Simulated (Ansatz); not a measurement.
**Effect of biaxial strain +1.91 %, plane normal [001], relaxed out of plane on hypothetical anti-perovskite Ba3PtC**

The reference is Ba3PtC in the anti-perovskite structure (space group Pm-3m, No. 221; a = 5.386 Å; a hypothetical phase, not in the database extracts checked). Axes: x, y, z lie along the cube axes.

It is then changed as follows: tensile biaxial strain of 1.91 % in the plane normal to [001], as in epitaxy on a mismatched substrate; the out-of-plane cell vector and the atoms relax.

Computed with Ansatz (a program for electronic structure), PBEsol, PAW, cutoff 420 eV, no SOC. k-mesh 9×9×9 (Γ-centred); smearing 0.05 eV (Fermi–Dirac).

```csv
quantity,base,changed,shift
volume per atom,31.24 Å³,30.79 Å³,-0.45 Å³
shortest interatomic distance,2.693 Å,2.556 Å,-0.137 Å
energy relative to the base (free energy F),0 meV/atom,-7.7 meV/atom,-7.7 meV/atom
"pressure (mean of the normal stresses, compression positive)",0.0 GPa,0.3 GPa,+0.3 GPa
band gap,zero,zero,–
out-of-plane strain (rough),–,-5.10 %,–
mean in-plane stress (compression positive) (rough),–,+0.5 GPa,–
```

Cost of the whole job for the changed cell (relaxation, final SCF and bands): about 5 core-minutes (a rough figure).

Without a gap, meshes like the base's 9×9×9 leave anisotropic stresses uncertain by several tenths of a GPa, and small strain energies with them. Whether these cells are dynamically stable was not tested. The final runs are not spin-polarised. Under biaxial strain +1.91 %, plane normal [001], relaxed out of plane the cell ends below the base's energy or with stress of the wrong sign: the atoms slid into a distortion or the cell is elastically unstable, so the base is not a stable minimum at this level. Ba3PtC has a high density of states at the Fermi level and may be magnetic at this level.
